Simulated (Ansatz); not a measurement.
```
CELL_PARAMETERS angstrom
      6.24605    -1.54451     0.00049
      6.24605     1.54451     0.00049
     -1.39529     0.00000     5.72035
ATOMIC_POSITIONS crystal
  Ga 0.08973 0.08973 0.79458
  Ga 0.91027 0.91027 0.20542
  Ga 0.65837 0.65837 0.31429
  Ga 0.34163 0.34163 0.68571
  O  0.16278 0.16278 0.10924
  O  0.83722 0.83722 0.89076
  O  0.17388 0.17388 0.56487
  O  0.82612 0.82612 0.43513
  O  0.49592 0.49592 0.25704
  O  0.50408 0.50408 0.74296
```

No spin polarisation.

Calculations: PBE/PAW in Ansatz (a first-principles code), no spin-orbit coupling, earlier PAW set. Γ-centred 11×11×6 mesh, Fermi–Dirac width 0.05 eV.

**Question.** Estimate the band gap.

**Answer.** 1.96 eV.

**Question.** Predict the gap character.

**Answer.** Indirect, k = (0.455, -0.455, -1/2) in the run's primitive reciprocal basis → Γ.

**Question.** Estimate the smallest direct gap.

**Answer.** 1.99 eV.

Load acts through the strain it causes; cell and atoms are relaxed under it. Stability against distortions was not tested. The cell was made from Ga2O3 (space group C2/m, No. 12) by this change: pressure −1 GPa.
